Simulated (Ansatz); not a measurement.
A periodic model of amorphous Si36O75H6:

```xyz
117
Lattice="11.9266 -0.0999 0.3900 -0.0999 11.8643 -0.2502 0.3900 -0.2502 12.5047" Properties=species:S:1:pos:R:3 pbc="T T T"
Si     2.9229     1.2431     5.8728
Si    11.1718     0.9733    12.6292
Si     6.5960     6.3441    11.6330
Si     8.9810    10.6574     0.6837
Si     9.5534     8.2526     7.1917
Si     5.5793     1.4016     1.4208
Si     0.8635     2.0745     1.6306
Si     8.7369     4.7171     5.0988
Si     0.6845     4.0055     8.7090
Si    10.5802     8.0411     1.5251
Si    10.9507     1.4003     9.7594
Si     7.0899     0.6966     4.0569
Si     2.3578     5.3116    10.7261
Si     8.3880     6.7272     9.3121
Si     5.0471     9.0375    11.3770
Si    10.2860     5.5150     7.6306
Si     3.9616     0.2071     8.5525
Si     3.5418     6.0014     4.8694
Si     1.5853     7.1539     1.0705
Si     9.6532    11.2262     7.3976
Si     7.4459     2.4013     6.4627
Si     9.4888     6.2043    11.8828
Si     1.5974     4.6301     2.9350
Si     8.7261     7.6756     4.1385
Si     7.0503     0.4829     8.6857
Si     6.2351     3.3788    11.9823
Si     9.7418     0.9924     5.3477
Si     2.7331     9.3400     9.3272
Si     3.7543     9.3936     1.6524
Si     3.0106     0.2492     2.8813
Si     3.4920     3.9777     7.1475
Si     6.7185     9.7673     2.8512
Si    10.9883     3.1377     3.9548
Si     4.1957     3.0305     9.8096
Si     7.1913    11.2535    11.2806
Si     9.3930     3.1324    11.5097
O      3.5623     0.2498     6.9869
O      0.4372     1.5879     0.1312
O      3.2119     3.8957    10.8043
O     10.1057     9.6941     7.6859
O     11.0836     1.8459     4.9776
O      7.8269     3.1183    11.8867
O     11.2946     2.4284     2.5335
O      8.6187    10.5837    11.7383
O     10.6879     7.1066     7.5073
O     10.0403     0.1159     1.0864
O      7.5177     0.3921    10.2588
O      5.6384     7.6137    11.9259
O      1.4651     9.1703    10.3447
O     11.4496     4.6225     8.2423
O      0.9119     4.8595    10.0938
O      9.8414     4.6852    11.4425
O      9.1838     8.2622     5.5988
O      1.3232     1.1929     6.1053
O     10.1663     6.8268     0.5220
O      4.5260     3.8244     8.4124
O      8.0368    11.4272     7.6112
O      9.0134     1.9557     6.4393
O      3.8691     5.3202     6.3264
O      1.5427     0.8228     2.4285
O      3.0760     6.2687     9.6082
O      1.8267     3.3893     1.8609
O      4.1373     0.8084     1.8484
O      9.6826     2.3997    10.0749
O      2.9174    10.4795     2.5413
O      6.9777     1.9991     7.9884
O      0.2849     4.2657     3.8751
O      1.2490     5.9851     2.1367
O      8.9313     5.3853     8.5458
O      9.4731     7.1162    10.5059
O      6.5790     1.4493     2.7096
O      6.9636     6.3855    10.0271
O      5.2940     9.2523     2.2327
O      4.0268     8.7082    10.1518
O      3.3653     0.7364     4.3840
O      6.4360    11.0216     3.8752
O     11.2529     0.4652    11.0705
O      7.4799     3.9606     5.8777
O      5.3365     2.9082     0.8454
O      0.2864     8.1627     1.1268
O      3.0104    10.8972     9.0159
O      5.8363     4.9661    12.0343
O      7.4364     8.5145     3.6067
O      9.9448     5.0038     6.1354
O      2.8905     4.8513     3.8800
O      9.4801     3.7762     3.9653
O      8.2355     6.1062     4.3795
O     10.6146     0.3843     8.5535
O      7.7675    10.4069     1.7557
O      6.5844     1.5036     5.3920
O     10.0360    11.4666     5.8208
O      3.5830     2.7242     6.1113
O      5.5569     2.7370    10.6517
O      4.9145     6.6081     4.2321
O      2.9168     7.9873     1.5500
O      2.2135     6.1397    12.1319
O      3.5867     1.5737     9.3778
O      2.4347     7.1907     5.0097
O      5.5566    -0.1418     8.6153
O      7.9779     6.3907    12.5137
O      0.2980     2.4532     9.0219
O      8.7426     0.7188     4.0840
O      9.9984     9.3969     0.8300
O      3.8792     9.9743     0.1211
O      6.2169    10.0228    10.8387
O      8.2627     7.8949     8.1686
O      2.5848     8.5083     7.9192
O      6.2468     0.4781     0.2553
O     10.2655     2.3427    12.6407
O      1.9958     4.0398     7.7727
O      9.9375     7.7945     3.0276
H      3.6736     6.9768     9.9277
H      0.6671     1.5271     5.4643
H      2.5527     7.8496     5.7159
H      5.7487     6.1304     4.3480
H      2.5200     7.5490     8.1060
H      0.6360     9.6087    10.1021
```

Level of theory: PBE, scalar-relativistic without spin-orbit coupling (plane waves to 420 eV, PAW; Ansatz, a quantum-chemistry and plane-wave program).

The cell was made by melting and quenching with the CHGNet potential and then relaxed with DFT. O atoms were pushed apart under 1.9 Å during the dynamics, to hinder bonds among them. The hot cell started wider than the set density and was brought back towards it in steps. It is the lowest in DFT energy of 4 quenches. It is a model cell: composition and starting density were chosen by hand, and all elements were melted together. No dispersion term was used. Its density started from a set value of 2.12 and ended at 2.08 g/cm³. The quench (nominally 390 K/ps over its main leg) was far faster than any real one, so the model tends to hold more defects than a real film. A cell of this size samples the disorder only roughly. Volume and shape were free in the relaxation.

Cut-offs for bonds: Si-Si 2.60 Å, Si-O 1.90 Å, Si-H 1.70 Å, O-O 1.58 Å, O-H 1.22 Å, H-H 0.90 Å. Two cations that share two anions don't count as bonded, nor two that share one unless they lie closer than Si-Si 2.38 Å.

Give the coordination numbers, mean bond lengths and angles.


The mean coordination of Si by anions is 4.00 (36 with 4) and the mean coordination of O is 2.00 (75 with 2). The mean coordination of H is 1.00 (6 with 1) and the mean Si-O bond comes out as 1.635 Å (spread 0.013 Å, 144 counted). The mean O-H bond comes out as 0.974 Å (spread 0.005 Å, 6 counted), the bond angle at Si comes out as mean 109.4°, spread 3.4° and the bond angle at O comes out as mean 137.8°, spread 14.9°.

List the pairs of like atoms that count as bonded by the rules above.

There are none by these rules.
